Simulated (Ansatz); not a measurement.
**SnO2: energy against strain**

SnO2 (rutile, P4_2/mnm, 12.578 Å³/atom at rest, c along z) under an equal strain ε in the (001) plane with the normal axis free, as in a coherent film. PBE in Ansatz, a plane-wave DFT program (PAW, default set), 420 eV, 7×7×10 Γ-centred mesh, Fermi-Dirac smearing 0.05 eV; ions are relaxed within the symmetry of each cell.

Here s stands for strain and y for E less E0.

| strain (%) | E less E0 (meV/atom) |
|---|---|
| -3.00 | ? |
| -1.20 | 3.07 |
| -0.60 | 0.75 |
| 0.00 | 0.00 |
| 0.60 | 0.74 |
| 1.20 | 2.89 |

The 5 complete rows are fitted with a parabola, y against s. Least squares gives y = 0.000 - 0.0617·s + 2.0694·s². Residuals (row less fit): 0.016, -0.032, 0.000, 0.032, -0.016; standard error 0.036 (degrees of freedom: 2). Twice the quadratic coefficient over the volume, 2 × 2.0694 meV × 10⁴ × 0.1602 / 12.578 Å³, is twice the biaxial elastic modulus of this plane = 527 ± 7 GPa.

Problem. What does the fit predict for y at s = -3.00, and how far is the calculated value from it?

Solution. y = 0.000 - 0.0617 × (-3.0) + 2.0694 × (-3.0)² = 18.810 meV/atom. The calculation gives 19.88 meV/atom, 1.070 meV/atom above the prediction (5.4 % of the range of y in the table). The row lies outside the fitted rows, so this is an extrapolation. From the scatter of the fitted rows alone, a prediction at this place has a standard error of 0.230 meV/atom, so the miss is 4.7 times that.

One order more, fitted to all 11 runs of the series, follows each within 0.02, so the miss is the next term of a smooth law. Rows are the converged runs of the series near zero and its far end; series whose fitted rows scatter by over a few per cent of the range, as at a crossing or softening among them, aren't shown in this form. Most that stay on the fit to the last digits aren't either.
